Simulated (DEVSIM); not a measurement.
## abrupt Ge n-p junction

Structure: abrupt Ge n-p junction, at 300 K.

```csv
layer (left to right),material,thickness (μm),Nd (cm⁻³),Na (cm⁻³),τn (s),τp (s)
1,Ge,0.990,3.6e18,-,3.4e-5,3.4e-5
2,Ge,21.0,-,9.6e13,3.4e-5,3.4e-5
```

Left contact: ohmic. Right contact: ohmic. Voltage is applied to the left contact. Recombination: SRH at mid-gap, Auger. Mobility is μmin + (μ − μmin)/(1 + (N/Nref)^α).

Constants are typed, rounded textbook-type inputs, not results; the design itself was drawn at random and stands for no fabricated device. Values at 300 K.

```csv
parameter,Ge
gap (eV),0.664
affinity (eV),4
permittivity,16
Nc (cm⁻³),1.04e19
Nv (cm⁻³),6e18
μn (cm²/Vs),3900
μp (cm²/Vs),1900
"μn,min",150
"μp,min",100
"Nref,n",2.6e17
"Nref,p",4e17
αn,0.56
αp,0.6
Cn (cm⁶/s),1e-31
Cp (cm⁶/s),1e-31
```

Simulated with DEVSIM: 1D drift-diffusion, Boltzmann statistics, complete ionisation; no tunnelling, impact ionisation, image-force lowering or self-heating.

```yaml
potential_step_across_the_device_at_zero_bias: 0.352 V
largest_field_in_the_device_at_zero_bias: 88000 V/cm
Dark forward voltage at 1 A/cm²: 0.099 V
Dark forward voltage at 100 A/cm²: 0.300 V
```

Dark forward current:

```json
[
 {"V (V)": "-0.05", "J (A/cm²)": "-0.19"},
 {"V (V)": "-0.10", "J (A/cm²)": "-1.0"},
 {"V (V)": "-0.15", "J (A/cm²)": "-4.0"},
 {"V (V)": "-0.20", "J (A/cm²)": "-13"},
 {"V (V)": "-0.25", "J (A/cm²)": "-37"},
 {"V (V)": "-0.30", "J (A/cm²)": "-100"},
 {"V (V)": "-0.35", "J (A/cm²)": "-260"},
 {"V (V)": "-0.40", "J (A/cm²)": "-620"},
 {"V (V)": "-0.45", "J (A/cm²)": "-1200"},
 {"V (V)": "-0.50", "J (A/cm²)": "-2000"},
 {"V (V)": "-0.55", "J (A/cm²)": "-2600"}
]
```
